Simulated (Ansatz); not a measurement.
Take Ti3Hg in the A15 (Cr3Si type) structure (space group Pm-3n, No. 223) as the base.

```
CELL_PARAMETERS angstrom
      5.12038     0.00000     0.00000
      0.00000     5.12038     0.00000
      0.00000     0.00000     5.12038
ATOMIC_POSITIONS crystal
  Ti 0.50000 0.25000 0.00000
  Ti 0.50000 0.75000 0.00000
  Ti 0.25000 0.00000 0.50000
  Ti 0.75000 0.00000 0.50000
  Ti 0.00000 0.50000 0.25000
  Ti 0.00000 0.50000 0.75000
  Hg 0.50000 0.50000 0.50000
  Hg 0.00000 0.00000 0.00000
```

The values are results of PBEsol (Ansatz, a first-principles code), spin-orbit coupling left out, not measurements.

One change was made to it. Results:

The density grows by 0.19 g/cm³, from 8.51 g/cm³ to 8.70 g/cm³; the shortest interatomic distance falls by 0.018 Å, from 2.560 Å to 2.542 Å.

Q: Name the change that was made.
A. pressure 3 GPa
B. pressure −1 GPa
C. pressure −2 GPa
D. pressure 7.5 GPa

A: A, pressure 3 GPa. For comparison, the density in the other runs: pressure −2 GPa gives 8.38 g/cm³; pressure 7.5 GPa gives 8.96 g/cm³; pressure −1 GPa gives 8.45 g/cm³.

Load acts through the strain it causes; cell and atoms are relaxed under it. Stability against distortions was not tested. Competing high-pressure phases were not computed. All final runs are without spin polarisation.
